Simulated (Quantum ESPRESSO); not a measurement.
Input and output of a self-consistent single point for CoMoP2 (P6_3/mmc, 8 atoms in the cell) (Quantum ESPRESSO).

Level of theory: PBEsol, PSlibrary PAW (PBE) pseudopotentials (plane waves; Quantum ESPRESSO).

```xyz
8
Lattice="3.3004 0.0000 0.0000 -1.6502 2.8583 0.0000 0.0000 0.0000 11.3387" Properties=species:S:1:pos:R:3 pbc="T T T"
Co     0.0000     0.0000     8.5040
Co     0.0000     0.0000     2.8347
Mo     0.0000     0.0000     5.6694
Mo     0.0000     0.0000     0.0000
P      1.6502     0.9528     7.2765
P      0.0000     1.9055     4.0622
P      0.0000     1.9055     1.6072
P      1.6502     0.9528     9.7316
```

Reference input (self-consistent single point, DFT, PBEsol, plane waves, PSlibrary PAW (PBE) pseudopotentials): ecutwfc = 55 Ry; ecutrho = 330 Ry; occupations = smearing; smearing = mp; degauss = 0.019992 Ry; input_dft = pbesol; K_POINTS = automatic 7 7 2 0 0 0; conv_thr = 1e-10 Ry; mixing_beta = 0.3. This run's input differs from it in these lines:

```diff
@@ -18,4 +18,4 @@
  occupations = 'smearing'
- smearing = 'mp'
- degauss = 0.019992
+ smearing = 'fd'
+ degauss = 0.0073499
  input_dft = 'pbesol'
```

Output, abridged:

```
     Self-consistent Calculation

     iteration #  1     ecut=    55.00 Ry     beta= 0.30

---- Real-time Memory Report at c_bands before calling an iterative solver
           288 MiB given to the printing process from OS
           120 MiB allocation reported by mallinfo(arena+hblkhd)
------------------

     total energy              =   -1255.74730680 Ry
     estimated scf accuracy    <       1.44450501 Ry

     iteration #  2     ecut=    55.00 Ry     beta= 0.30

---- Real-time Memory Report at c_bands before calling an iterative solver
           366 MiB given to the printing process from OS
   [... lines left out ...]

---- Real-time Memory Report at c_bands before calling an iterative solver
           376 MiB given to the printing process from OS
           157 MiB allocation reported by mallinfo(arena+hblkhd)
------------------

     total energy              =   -1256.37656991 Ry
     estimated scf accuracy    <          4.5E-10 Ry

     iteration # 17     ecut=    55.00 Ry     beta= 0.30

---- Real-time Memory Report at c_bands before calling an iterative solver
           376 MiB given to the printing process from OS
           157 MiB allocation reported by mallinfo(arena+hblkhd)
------------------
     End of self-consistent calculation

     the Fermi energy is    15.1507 ev

!    total energy              =   -1256.37656991 Ry
     estimated scf accuracy    <          3.0E-12 Ry
     smearing contrib. (-TS)   =      -0.01203156 Ry
     internal energy E=F+TS    =   -1256.36453835 Ry

      -> PAW hartree energy AE =     328.16281962 Ry
      -> PAW hartree energy PS =    -326.64424552 Ry
      -> PAW xc energy AE      =    -895.23202289 Ry
      -> PAW xc energy PS      =     114.87415839 Ry
      -> total E_H with PAW    =      89.71801638 Ry
      -> total E_XC with PAW   =    -901.72210884 Ry

     convergence has been achieved in  17 iterations

     Forces acting on atoms (cartesian axes, Ry/au):

     atom    1 type  1   force =     0.00000000    0.00000000   -0.00000000
   [... lines left out ...]

     Total force =     0.006183     Total SCF correction =     0.000004

          total   stress  (Ry/bohr**3)                   (kbar)     P=      -84.96
  -0.00056064  -0.00000000   0.00000000          -82.47       -0.00        0.00
  -0.00000000  -0.00056064   0.00000000           -0.00      -82.47        0.00
   0.00000000   0.00000000  -0.00061137            0.00        0.00      -89.94

   JOB DONE.
```

The run converged in 17 iterations. Against the reference run the free energy goes down by 10.1 meV/atom, the pressure goes from -8.62 to -8.50 GPa and the largest force goes from 0.072 to 0.079 eV/Å.

The starting cell comes from a database of computed structures (which also holds hypothetical and non-ambient phases and stackings), without a prior relaxation at this level. Spin polarisation is off, so a magnetic state, if there is one, cannot be reached. With a pressure of about -8 GPa the cell is away from its equilibrium volume at this level.

Cost on one core of a shared machine: roughly 4 min.
